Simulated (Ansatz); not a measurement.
Base system: InAs in the zinc blende structure (space group F-43m, No. 216; a = 6.0873 Å). Axes: x, y, z lie along the cube axes.

Computed with plane-wave PAW DFT at the PBEsol level (Ansatz, a first-principles code, 420 eV), without spin-orbit coupling.

Before the change:

| Property | Result |
|---|---|
| Shortest interatomic distance | 2.636 Å |

Modification: compressive biaxial strain of 3.00 % in the plane normal to [001], as in epitaxy on a mismatched substrate; the out-of-plane cell vector and the atoms relax.

Question: Predict the new energy relative to the base and shortest interatomic distance.

Answer: The energy goes up by 12 meV/atom; the shortest interatomic distance drops by 0.023 Å, from 2.636 Å to 2.613 Å.

A case with no gap was solved on a k-mesh chosen for an insulator, which is coarse for it. Whether these cells are dynamically stable was not tested. All final runs are without spin polarisation.
